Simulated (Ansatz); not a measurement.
Point defect Ta vacancy (V_Ta) in metastable rock-salt TaN

These are PBE, PAW (plane waves to 420 eV; Ansatz, an electronic-structure program) values and carry that method's errors. Set-up: 64-site cell; 4×4×4 shifted k-points; start: the Ta site; no spin–orbit coupling; finite-size errors of tenths of an eV; the relaxation kept the symmetry of the starting site.

Neighbours after relaxation, in Å: of the emptied site: N 2.15, N 2.15, N 2.15, N 2.15, N 2.15, N 2.15.

```
charge         moment (μB)  point group  largest move off a lattice site (Å)
------  ------------------  -----------  -----------------------------------
0       not spin-polarised           Oh                                 0.09
```

Point groups are those of the whole cell at tolerances of 0.03 and 0.1 Å ("near" where only the looser one holds); none is given for unsettled states.

All states together cost roughly 7 core-minutes.
